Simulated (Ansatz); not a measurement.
## What holes 5.0×10^21 cm⁻³ does to AlP

The reference is AlP in the zinc blende structure (space group F-43m, No. 216; a = 5.5078 Å).

The change: 0.209 holes added to each cell, a density of 5.0×10^21 cm⁻³, with a uniform compensating background at fixed cell and a 300 K Fermi–Dirac width.

Level of theory: plane-wave PAW DFT at the PBE level (Ansatz, a quantum-chemistry and plane-wave program, 420 eV), scalar-relativistic without spin-orbit coupling. k-mesh 24×24×24 (Γ-centred); smearing 0.0259 eV (Fermi–Dirac).

| quantity | base | changed | shift |
|---|---|---|---|
| gap between the host's bands | 1.63 eV | 1.82 eV | +0.184 eV |
| gap character | indirect, Γ → X | indirect, Γ → X | – |
| valley order (the lowest conduction-band minima on the path, energy above the VBM, named in the base's zone) | X along ⟨100⟩ 1.63 eV; L along ⟨111⟩ 2.72 eV; Γ 3.09 eV | X along ⟨100⟩ 1.82 eV; L along ⟨111⟩ 2.83 eV; Γ 3.16 eV | – |
| Fermi level relative to the doped band's edge (positive inside the band; to 0.05 eV) | – | +0.40 eV | – |

Cost of the whole job for the changed cell (relaxation, final SCF and bands): very roughly 22 core-seconds.

Charged cell with a jellium background: band edges are those of the host's band count, energies are not comparable with the neutral cell, and many-body gap narrowing is missing. Stability against distortions was not tested.
